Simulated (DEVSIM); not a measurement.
Structure: InP/In0.53Ga0.47As n-p heterojunction, at 300 K.

| layer (left to right) | material | thickness (μm) | Nd (cm⁻³) | Na (cm⁻³) | τn (s) | τp (s) |
|---|---|---|---|---|---|---|
| 1 | InP | 0.0670 | 1.2e17 | - | 4.5e-8 | 4.5e-8 |
| 2 | In0.53Ga0.47As | 1.10 | - | 2.2e17 | 4.5e-8 | 4.5e-8 |

Left contact: ohmic. Right contact: ohmic. Voltage is applied to the left contact. Recombination: SRH at mid-gap, Auger. Mobility is μmin + (μ − μmin)/(1 + (N/Nref)^α).

The device is made up for the run: typed textbook-type constants, with dimensions and the other settings drawn at random. Values at 300 K; Nc and Nv go as T^1.5, mobilities as T to minus their exponent, the gap by Varshni's rule with the affinity fixed.

```tsv
parameter	InP	In0.53Ga0.47As
gap (eV)	1.344	0.74
affinity (eV)	4.38	4.51
permittivity	12.5	13.9
Nc (cm⁻³)	5.7e17	2.1e17
Nv (cm⁻³)	1.1e19	7.7e18
μn (cm²/Vs)	5200	12000
μp (cm²/Vs)	170	300
μn,min	400	300
μp,min	10	10
Nref,n	3e17	1.3e17
Nref,p	4.9e17	4.9e17
αn	0.47	0.48
αp	0.62	0.4
T exponent of μn	2	1.6
T exponent of μp	2	1.6
Cn (cm⁶/s)	9e-31	5e-29
Cp (cm⁶/s)	9e-31	5e-29
Varshni α (eV/K)	0.000363	0.00035
Varshni β (K)	162	190
```

DEVSIM, 1D drift-diffusion, Boltzmann statistics, complete ionisation; no tunnelling, impact ionisation, image-force lowering or self-heating. Band offsets follow the typed affinities; no thermionic-emission limit at abrupt steps, no polarisation charge.

Base results: dark forward voltage at 1 A/cm² (V) 0.372; potential step across the device at zero bias (V) 0.738; dark forward voltage at 100 A/cm² (V) 0.491; largest field in the device at zero bias (V/cm) 130000.

Problem. What follows from this one change: thickness of layer 2 1.1 → 3.3 μm?

Solution. dark forward voltage at 1 A/cm² 0.372 → 0.400 V; potential step across the device at zero bias little changed (0.738 V); dark forward voltage at 100 A/cm² 0.491 → 0.520 V; largest field in the device at zero bias little changed (130000 V/cm).

Problem. What follows from this one change: doping Na of layer 2 2.2e+17 → 6.6e+15 cm^-3?

Solution. dark forward voltage at 1 A/cm² 0.372 → 0.260 V; potential step across the device at zero bias 0.738 → 0.647 V; dark forward voltage at 100 A/cm² 0.491 → 0.382 V; largest field in the device at zero bias 130000 → 49000 V/cm.

Problem. What follows from this one change: temperature 300 → 250 K?

Solution. dark forward voltage at 1 A/cm² 0.372 → 0.457 V; potential step across the device at zero bias 0.738 → 0.786 V; dark forward voltage at 100 A/cm² 0.491 → 0.557 V; largest field in the device at zero bias little changed (130000 V/cm).
